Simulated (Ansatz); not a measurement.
Results of PBE0 (Ansatz, an electronic-structure program, plane waves, PAW) for B4C (Cm, No. 8, 15 atoms in the cell; start mp-1238815).

Run with plane-wave cutoff 460 eV, 4×4×4 k mesh, Fermi–Dirac smearing 0.01 eV, scalar-relativistic PAW data made under PBE.

The cell is the one relaxed with PBEsol. Conventional cell: a = 8.7421 Å, b = 5.5796 Å, c = 5.0277 Å, α = 90.00°, β = 118.74°, γ = 90.00°.

```
CELL_PARAMETERS angstrom
      4.37103    -2.78982     0.00504
      4.37103     2.78982     0.00504
     -2.42270     0.00000     4.40553
ATOMIC_POSITIONS crystal
  B  0.49175 0.49175 0.83834
  B  0.82383 0.50202 0.48396
  B  0.50202 0.82383 0.48396
  B  0.16909 0.49407 0.50544
  B  0.49407 0.16909 0.50544
  B  0.30705 0.30705 0.18087
  B  0.68960 0.68960 0.81191
  B  0.81183 0.30287 0.69505
  B  0.30287 0.81183 0.69505
  B  0.18252 0.69617 0.29881
  B  0.69617 0.18252 0.29881
  B  0.00040 0.00040 0.98788
  C  0.50333 0.50333 0.17566
  C  0.12561 0.12561 0.88127
  C  0.87851 0.87851 0.10363
```

### Question
List the 37 lowest band energies at Γ above −25 eV (eV, relative to the valence band maximum), grouping those that round alike.

### Answer
At Γ: -18.07, -14.64, -13.64, -12.42, -11.73, -11.26, -9.75, -8.89, -8.47, -7.76, -7.70, -6.71, -6.36, -6.21, -6.05, -3.53, -3.05, -2.59, -1.93, -1.90, -1.29, -1.19, -0.91, -0.38, 6.82, 7.16, 7.17, 7.60, 8.03, 8.91, 9.07, 9.38, 9.71, 9.74, 10.75, 10.95, 11.43.

Note: the run warned that its exchange threshold was loose for the stress; cell and atoms aren't relaxed at this level (largest force component 0.34 eV/Å, pressure -0.8 GPa).

A start named mp-… is a Materials Project structure, which need not be a measured phase.
